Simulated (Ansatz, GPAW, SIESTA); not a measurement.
**One structure in several programs: Mg₆ZnB (Amm2, 8 atoms in the cell)**

Self-consistent single point.

```
Mg6ZnB
1.0
    3.88560     0.00000     0.00000
    0.00000     4.04725     4.88495
    0.00000    -4.04725     4.88495
Mg Zn B
6 1 1
Cartesian
  1.94280   2.60359   6.17320
  1.94280  -2.60359   6.17320
  1.94280   0.00000   8.52433
  0.00000   1.87412   3.76346
  0.00000  -1.87412   3.76346
  0.00000   0.00000   6.25625
  1.94280   0.00000   4.19754
  0.00000   0.00000   0.22832
```

Shared settings, as Ansatz (an electronic-structure program) writes them: kpoints.mp_grid.grid = 5 3 3; scf.occupations.method = fermi_dirac; scf.occupations.width = 0.1 eV. Potentials and cutoffs stand in the table.

| code | model | pressure (GPa) | largest force (eV/Å) | cutoff |
|---|---|---|---|---|
| SIESTA | LDA PW92, numerical atomic orbitals DZP, PseudoDojo LDA standard norm-conserving potentials (rewritten from UPF to PSML) | -2.10 | 0.304 | grid 400 Ry |
| Ansatz | LDA (PW92), PAW files made with PBE | -3.01 | 0.264 | default |
| GPAW | LDA (Perdew-Wang 92), GPAW PAW datasets LDA (gpaw-data 1.0.1) | – | 0.265 | 900 eV |

Size of the force on each atom (eV/Å): Sizes of forces hide their directions.

| code | Mg1 | Mg2 | Mg3 | Mg4 | Mg5 | Mg6 | Zn7 | B8 |
|---|---|---|---|---|---|---|---|---|
| SIESTA | 0.236 | 0.236 | 0.189 | 0.304 | 0.304 | 0.231 | 0.026 | 0.030 |
| Ansatz | 0.101 | 0.101 | 0.102 | 0.195 | 0.195 | 0.264 | 0.036 | 0.099 |
| GPAW | 0.101 | 0.101 | 0.102 | 0.195 | 0.195 | 0.265 | 0.036 | 0.099 |

A dash marks a value that a program does not give, or that is left out as unsure.

The spread over the programs that give each value: pressure within 0.91 GPa; largest force within 0.040 eV/Å.

SIESTA uses small atom-centred bases, whose incompleteness enters pressures, forces and empty levels differently from a plane-wave cutoff. Ansatz's pressure is given at a fixed set of plane waves, as the other plane-wave codes print theirs. The pressure of GPAW is left out: its cutoff lies under the one at which its stress was checked. In the force vectors, SIESTA (by 0.335) lies more than 0.08 eV/Å from the median of the plane-wave programs.

The starting cell comes from a database of computed structures (which also holds hypothetical and non-ambient phases and stackings), without a prior relaxation at this level.

Left out of this page: ABINIT (with a known weakness of the program); CP2K (unsound by tests on forces, stress, charge or solver warnings).

Keys are those of Ansatz 0.2.
